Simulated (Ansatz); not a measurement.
## Ge: energy against volume

Ge (diamond, Fd-3m, 22.838 Å³/atom and stress up to 0.01 GPa in the relaxed cell, cube axes along x, y and z) under an equal strain ε along all three axes. r2SCAN in Ansatz, a plane-wave DFT program (PAW, default set), 500 eV, 10×10×10 Γ-centred mesh, Fermi-Dirac smearing 0.05 eV; ions are relaxed, or left where forces stay under 0.02 eV/Å, within the symmetry of each cell.

Here V stands for volume and E for E less E0.

| volume (Å³/atom) | E less E0 (meV/atom) | pressure (GPa) |
|---|---|---|
| 21.4954 | 19.81 | 5.00 |
| 21.8261 | 10.94 | 3.61 |
| 22.1602 | 4.78 | 2.32 |
| 22.4976 | 1.18 | 1.12 |
| 22.8385 | 0.00 | 0.01 |
| 23.1828 | 1.12 | -1.01 |
| 23.5305 | 4.37 | -1.94 |
| 23.8817 | 9.59 | -2.80 |
| 24.2364 | 16.71 | -3.61 |
| 24.9562 | ? | ? |

Taking the third-order Birch-Murnaghan form, a cubic in V^(-2/3) for E over the 9 complete rows: With u = V^(-2/3) - 0.1243, the rows have u = 0.0050510, 0.0037411, 0.0024509, 0.0011804, -0.0000714, -0.0013044, -0.0025191, -0.0037160, -0.0048953. Least squares gives E = 0.021 + 113.5·u + 736330·u² + 3391368·u³. Residuals (row less fit): -0.007, 0.011, 0.008, -0.007, -0.017, 0.002, 0.016, -0.003, -0.003; standard error 0.013 (degrees of freedom: 5). Its minimum lies at u = -0.0000771, so V0 = (0.1242229)^(-3/2) = 22.84. There d²E/du² = 1471000 and d³E/du³ = 2.035e7, so B0 = (4/9) × 22.84^(-7/3) × 1471000 × 0.160218 = 70.8 GPa (the last factor turns the table's units into GPa), and B0' = 4 + (2/3) × 0.1242229 × (2.035e7)/1471000 = 5.1. B0' rests on the cubic coefficient alone and has a standard error of 0.1 from these residuals.

**Question.** Estimate the missing E (V = 24.9562); what did the run itself give?

**Answer.** u = -0.0072025, so E = 0.021 + 113.5 × (-0.0072025) + 736330 × (-0.0072025)² + 3391368 × (-0.0072025)³ = 36.134 meV/atom. The calculation gives 36.30 meV/atom, 0.166 meV/atom above the prediction (0.5 % of the range of E in the table). The row lies outside the fitted rows, so this is an extrapolation. From the scatter of the fitted rows alone, a prediction at this place has a standard error of 0.053 meV/atom, so the miss is 3.1 times that.

This level leaves no gap over 0.05 eV at strain 1.50, 2.00, 3.00 %. Other structures, which can take over under pressure, weren't tried. The same form fitted to the pressure column gives B0' = 5.0; series where the two differ by over 0.4 aren't shown. Rows are the converged runs of the series near zero and its far end, less any whose ions stayed unrelaxed beside relaxed ones; series whose fitted rows scatter by over a few per cent of the range, as at a crossing or softening among them, aren't shown in this form.
